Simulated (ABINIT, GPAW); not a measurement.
An ABINIT input for a self-consistent single point of AgAu₃ (Pm-3m, 4 atoms in the cell) (DFT, PBEsol, plane waves, norm-conserving pseudopotentials (PseudoDojo nc-sr-04 PBEsol standard)):

```
# AgAu3, PseudoDojo nc-sr-04 PBEsol standard
pp_dirpath "./"
pseudos "Ag.upf, Au.upf"
acell 3*1.0 Angstrom
rprim
         4.1216300000    0.0000000000    0.0000000000
         0.0000000000    4.1216300000    0.0000000000
         0.0000000000    0.0000000000    4.1216300000
natom 4
ntypat 2
znucl 47 79
typat 1 2 2 2
xred
         0.5000000000    0.5000000000    0.5000000000
         0.5000000000    0.0000000000    0.0000000000
         0.0000000000    0.5000000000    0.0000000000
         0.0000000000    0.0000000000    0.5000000000
ecut 1116 eV
occopt 3
tsmear 0.00367493
nband 48
kptopt 1
ngkpt 6 6 6
nshiftk 1
shiftk 0 0 0
nstep 100
tolvrs 1.0e-11
prtwf 0
prtden 0
enunit 1
```

Q: Translate this input to GPAW.

A: This is the input that was run; spellings and numerical settings could be chosen otherwise.

```python
from ase import Atoms
from ase.units import GPa
from gpaw import GPAW

atoms = Atoms(['Ag', 'Au', 'Au', 'Au'],
              cell=[[4.121630, 0.000000, 0.000000],
                    [0.000000, 4.121630, 0.000000],
                    [0.000000, 0.000000, 4.121630]],
              positions=[[2.060815, 2.060815, 2.060815],
                         [2.060815, 0.000000, 0.000000],
                         [0.000000, 2.060815, 0.000000],
                         [0.000000, 0.000000, 2.060815]],
              pbc=True)

calc = GPAW(mode={'name': 'pw', 'ecut': 600},
            xc='PBEsol',
            kpts={'size': (6, 6, 6), 'gamma': True},
            occupations={'name': 'fermi-dirac', 'width': 0.1},
            nbands=-8,
            convergence={'density': 1e-05},
            symmetry={'symmorphic': False, 'tolerance': 0.0005},
            maxiter=100,
            txt='-')

atoms.calc = calc

energy = atoms.get_potential_energy()
print('Energy (eV):', round(energy, 6))
forces = atoms.get_forces()
print('Forces (eV/Ang):')
print(forces.round(5))
stress = atoms.get_stress()
print('Stress (GPa, Voigt):', (stress / GPa).round(4))
```

Basis, cutoffs, solver keys and any potentials are the target program's own. This input uses DFT PBEsol, plane waves, GPAW PAW datasets PBEsol (made by gpaw-setup). Both were run: pressure -5.51 GPa in ABINIT and -3.51 in GPAW.

On ABINIT: the starting cell comes from a database of computed structures (which also holds hypothetical and non-ambient phases and stackings), without a prior relaxation at this level. With a pressure of about -6 GPa the cell is away from its equilibrium volume at this level.

On GPAW: the starting cell comes from a database of computed structures (which also holds hypothetical and non-ambient phases and stackings), without a prior relaxation at this level. With a pressure of about -4 GPa the cell is away from its equilibrium volume at this level.
